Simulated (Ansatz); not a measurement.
## WSe2, response to strain

The reference is WSe₂ in the 2H-MoS2 type structure (space group P6_3/mmc, No. 194; layered, stacked along the Cartesian z axis).

```yaml
crystal:
  lattice:
    - [3.27906, 0.00000, 0.00000]
    - [-1.63953, 2.83975, 0.00000]
    - [0.00000, 0.00000, 12.78607]
  atoms:
    - { symbol: W, position: [0.33333, 0.66667, 0.25000] }
    - { symbol: W, position: [0.66667, 0.33333, 0.75000] }
    - { symbol: Se, position: [0.33333, 0.66667, 0.61827] }
    - { symbol: Se, position: [0.66667, 0.33333, 0.11827] }
    - { symbol: Se, position: [0.66667, 0.33333, 0.38173] }
    - { symbol: Se, position: [0.33333, 0.66667, 0.88173] }
```

Cartesian axes are those of the cell as printed.

Strains are applied to the cell and any free atomic positions relax; under biaxial strain the out-of-plane vector relaxes too; under stress the whole cell relaxes.

Method: Kohn–Sham DFT with the PBE-D3(BJ) functional, run in Ansatz (an electronic-structure program) with PAW and 420 eV plane waves, without spin-orbit coupling.

Notes on the quantities. pressure: mean of the normal stresses, compression positive.

| variant | gap character | band gap | pressure | hole mass |
|---|---|---|---|---|
| base | indirect, Γ → K–Γ (47 % along) | 0.87 eV | 0.00 GPa | 1.3 mₑ along c, 0.70 mₑ across (at Γ) |
| biaxial strain −4.25 %, plane normal [001], relaxed out of plane | indirect, K → K–Γ (44 % along) | 0.76 eV | 7.88 GPa | 0.66 mₑ out of plane, 0.54 mₑ in plane (at K) |
| biaxial strain −1.83 %, plane normal [001], relaxed out of plane | indirect, Γ → K–Γ (47 % along) | 0.90 eV | 3.07 GPa | 1.1 mₑ out of plane, 0.90 mₑ in plane (at Γ) |
| biaxial strain −1.55 %, plane normal [001], relaxed out of plane | indirect, Γ → K–Γ (47 % along) | 0.90 eV | 2.57 GPa | 1.1 mₑ out of plane, 0.86 mₑ in plane (at Γ) |
| biaxial strain −0.64 %, plane normal [001], relaxed out of plane | indirect, Γ → K–Γ (47 % along) | 0.88 eV | 1.02 GPa | 1.2 mₑ out of plane, 0.76 mₑ in plane (at Γ) |
| isotropic strain +1.22 % | indirect, Γ → K–Γ (47 % along) | 0.94 eV | -2.21 GPa | 1.3 mₑ along c, 0.70 mₑ across (at Γ) |
| isotropic strain +1.90 % | – | [?] | [?] | [?] |
| uniaxial strain ε_zz = −1.06 % | indirect, Γ → K–Γ (47 % along) | 0.82 eV | 0.37 GPa | 1.4 mₑ along z, 0.64 mₑ across (at Γ) |
| uniaxial stress, 0.5 GPa tension along z | indirect, Γ → K–Γ (47 % along) | 0.91 eV | – | 1.2 mₑ along z, 0.76 mₑ across (at Γ) |

Task: Complete the table.

Result: 
- isotropic strain +1.90 %, band gap: 0.97 eV
- isotropic strain +1.90 %, pressure: -3.28 GPa
- isotropic strain +1.90 %, hole mass: 1.3 mₑ along c, 0.69 mₑ across (at Γ)

With W present, leaving out spin-orbit coupling can change the band edges. Masses are band curvatures over ±0.01 Å⁻¹ around the edge. Stability under load was not tested beyond the relaxation.
